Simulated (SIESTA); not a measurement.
Worked example: self-consistent single point of SrCd (Pm-3m, 2 atoms in the cell) in SIESTA

Method of the run: GGA PBEsol, numerical atomic orbitals DZP, PseudoDojo PBEsol standard norm-conserving potentials (rewritten from UPF to PSML) (SIESTA).

Input:

```
# files in the folder: Sr.psml Cd.psml (PseudoDojo PBEsol standard)
SystemName  SrCd
SystemLabel SrCd

NumberOfAtoms                2
NumberOfSpecies              2
%block ChemicalSpeciesLabel
  1 38 Sr
  2 48 Cd
%endblock ChemicalSpeciesLabel
LatticeConstant              1.0 Bohr
%block LatticeVectors
     7.684956790    0.000000000    0.000000000
     0.000000000    7.684956790    0.000000000
     0.000000000    0.000000000    7.684956790
%endblock LatticeVectors
AtomicCoordinatesFormat      Ang
%block AtomicCoordinatesAndAtomicSpecies
     2.033352000    2.033352000    2.033352000  1
     0.000000000    0.000000000    0.000000000  2
%endblock AtomicCoordinatesAndAtomicSpecies

XC.functional                GGA
XC.authors                   PBEsol
PAO.BasisSize                DZP
PAO.EnergyShift              0.01 Ry
MeshCutoff                   400 Ry
%block kgrid.MonkhorstPack
   11   0   0  0.0
    0  11   0  0.0
    0   0  11  0.0
%endblock kgrid.MonkhorstPack
OccupationFunction           FD
ElectronicTemperature        0.1 eV

MaxSCFIterations             150
SCF.Mixer.Method             Pulay
SCF.Mixer.Weight             0.2
SCF.Mixer.History            8
SCF.DM.Tolerance             1.0E-04
Diag.ParallelOverK           true
WriteForces                  true
```

Output, abridged:

```
reinit: Reading from file input.fdf

reinit: System Name: SrCd
reinit: System Label: SrCd

coor:   Atomic-coordinates input format  =     Cartesian coordinates
coor:                                          (in Angstroms)

siesta: Atomic coordinates (Bohr) and species
siesta:      3.84248   3.84248   3.84248  1        1
siesta:      0.00000   0.00000   0.00000  2        2

siesta: System type = bulk

initatomlists: Number of atoms, orbitals, and projectors:      2    28    36

siesta: ******************** Simulation parameters ****************************
redata: Spin configuration                          = none
redata: Time-Reversal Symmetry                      = T
redata: Number of Atomic Species                    =        2
redata: Mesh Cutoff                                 =   400.0000 Ry
redata: Net charge of the system                    =     0.0000 |e|
redata: Min. number of SCF Iter                     =        0
redata: Max. number of SCF Iter                     =      150
redata: SCF convergence failure will abort job
redata: SCF mix quantity                            = Hamiltonian
redata: Mix DM or H after convergence               =   F
redata: Recompute H after scf cycle                 =   F
redata: Mix DM in first SCF step                    =   T
redata: No kicks to SCF
redata: DM Mixing Weight for Kicks                  =     0.5000
redata: Require Harris convergence for SCF          =   F
redata: Harris energy tolerance for SCF             =     0.000100 eV
redata: Require DM convergence for SCF              =   T
redata: DM tolerance for SCF                        =     0.000100
redata: Require EDM convergence for SCF             =   F
redata: EDM tolerance for SCF                       =     0.001000 eV
redata: Require H convergence for SCF               =   T
redata: Hamiltonian tolerance for SCF               =     0.001000 eV
redata: Require (free) Energy convergence for SCF   =   F
redata: (free) Energy tolerance for SCF             =     0.000100 eV
redata: Using DFT-D3 dispersion                     =   F
redata: Using Saved Data (generic)                  =   F
redata: Method of Calculation                       = Diagonalization
redata: Electronic Temperature                      =  1160.4518 K
redata: Number of TDED substeps                     =        3
redata: Dynamics option                             = Single-point calculation
redata: Save all siesta data in one NC              =   F
redata: ***********************************************************************

%block SCF.Mixers
  Pulay
%endblock SCF.Mixers

%block SCF.Mixer.Pulay
  # Mixing method
  method pulay
  variant stable

  # Mixing options
  weight 0.2000
  weight.linear 0.2000
  history 8
%endblock SCF.Mixer.Pulay

DM_history_depth set to one: no extrapolation allowed by default for geometry relaxation
Size of DM history Fstack: 1
Total number of electrons:    30.000000
Total ionic charge:    30.000000

* ProcessorY, Blocksize:    1  29

* Orbital distribution balance (max,min):    28    28

 Kpoints in:          726 . Kpoints trimmed:          666

siesta: k-grid: Number of k-points = 666
siesta: k-points from Monkhorst-Pack grid
siesta: k-cutoff (effective) =    22.367 Ang
siesta: k-point supercell and displacements
siesta: k-grid:    11     0     0      0.000
siesta: k-grid:     0    11     0      0.000
siesta: k-grid:     0     0    11      0.000

diag: Algorithm                                     = D&C
diag: Parallel over k                               =   F
diag: Use parallel 2D distribution                  =   F
diag: Parallel block-size                           = 29
diag: Parallel distribution                         =     1 x     1
diag: Used triangular part                          = Lower
diag: Absolute tolerance                            =  0.100E-15
diag: Orthogonalization factor                      =  0.100E-05
diag: Memory factor                                 =  1.0000

superc: Internal auxiliary supercell:     5 x     5 x     5  =     125
superc: Number of atoms, orbitals, and projectors:    250   3500   4500

                        Single-point calculation

superc: Internal auxiliary supercell:     5 x     5 x     5  =     125
superc: Number of atoms, orbitals, and projectors:    250   3500   4500

outcell: Unit cell vectors (Ang):
        4.066704    0.000000    0.000000
        0.000000    4.066704    0.000000
        0.000000    0.000000    4.066704

outcell: Cell vector modules (Ang)   :    4.066704    4.066704    4.066704
outcell: Cell angles (23,13,12) (deg):     90.0000     90.0000     90.0000
outcell: Cell volume (Ang**3)        :     67.2555
new_DM -- step:     1
Initializing Density Matrix...

Attempting to read DM from file... Failed...
DM filled with atomic data:

InitMesh: MESH = 50 x 50 x 50 = 125000
InitMesh: Mesh cutoff (required, used) =   400.000   417.789 Ry

stepf: Fermi-Dirac step function

        iscf     Eharris(eV)        E_KS(eV)     FreeEng(eV)     dDmax    Ef(eV) dHmax(eV)
   scf:    1    -5683.717526    -5693.113958    -5693.154772  0.723245 -2.613082 10.557472
   scf:    2    -5695.722523    -5694.556515    -5694.598904  0.236768 -2.749080  5.328843
   scf:    3    -5695.319289    -5695.044311    -5695.088001  0.229609 -2.874270  0.873798
   scf:    4    -5695.040796    -5695.050341    -5695.094030  0.068693 -2.912541  0.780095
   scf:    5    -5695.053098    -5695.057673    -5695.100924  0.051286 -2.889451  0.412907
   scf:    6    -5695.061218    -5695.060101    -5695.103524  0.016398 -2.907242  0.014533
   scf:    7    -5695.060104    -5695.060103    -5695.103529  0.000760 -2.907188  0.004645
   scf:    8    -5695.060116    -5695.060110    -5695.103530  0.000354 -2.906579  0.000543
mix: Pulay -- inversion failed, > SVD [rank/size] 4 / 7
   scf:    9    -5695.060109    -5695.060110    -5695.103530  0.000013 -2.906588  0.000205

SCF Convergence by DM+H criterion
max |DM_out - DM_in|         :     0.0000129449
max |H_out - H_in|      (eV) :     0.0002052595
SCF cycle converged after 9 iterations

Using DM_out to compute the final energy and forces

siesta: E_KS(eV) =            -5695.0601

siesta: E_KS - E_eggbox =     -5695.0601

siesta: Atomic forces (eV/Ang):
     1    0.000000    0.000000    0.000000
     2   -0.000000   -0.000000   -0.000000
   Tot    0.000000    0.000000    0.000000
   Max    0.000000
   Res    0.000000    sqrt( Sum f_i^2 / 3N )
   Max    0.000000    constrained

Stress tensor Voigt[x,y,z,yz,xz,xy] (kbar):       -3.39       -3.39       -3.39        0.00        0.00        0.00
(Free)E + p*V (eV/cell)    -5694.9612
Target enthalpy (eV/cell)    -5695.1035

siesta: Program's energy decomposition (eV):
siesta: Ebs     =      -948.449804
siesta: Eions   =      8500.145653
siesta: Ena     =      1465.523217
siesta: Ekin    =      1920.618727
siesta: Enl     =       246.373390
siesta: Eso     =         0.000000
siesta: Edftu   =         0.000000
siesta: DEna    =        51.179961
siesta: DUscf   =         0.964424
siesta: DUext   =         0.000000
siesta: Ex      =      -822.789720
siesta: Ec      =       -56.784456
siesta: Exc     =      -879.574176
siesta: Eharris =     -5695.060109
siesta: Etot    =     -5695.060110
siesta: FreeEng =     -5695.103530

siesta: Stress tensor (static) (eV/Ang**3):
siesta:    -0.002117    0.000000    0.000000
siesta:     0.000000   -0.002117    0.000000
siesta:     0.000000    0.000000   -0.002117

siesta: Cell volume =         67.255482 Ang**3

siesta: Pressure (static):
siesta:                Solid            Molecule  Units
siesta:           0.00002305          0.00002305  Ry/Bohr**3
siesta:           0.00211681          0.00211681  eV/Ang**3
siesta:           3.39150496          3.39150481  kBar
```

The run converged in 9 iterations.

The starting cell comes from a database of computed structures (which also holds hypothetical and non-ambient phases and stackings), without a prior relaxation at this level. Its lattice was rescaled by a random factor within 2.5 % of one. Values carry the incompleteness of an atom-centred basis.
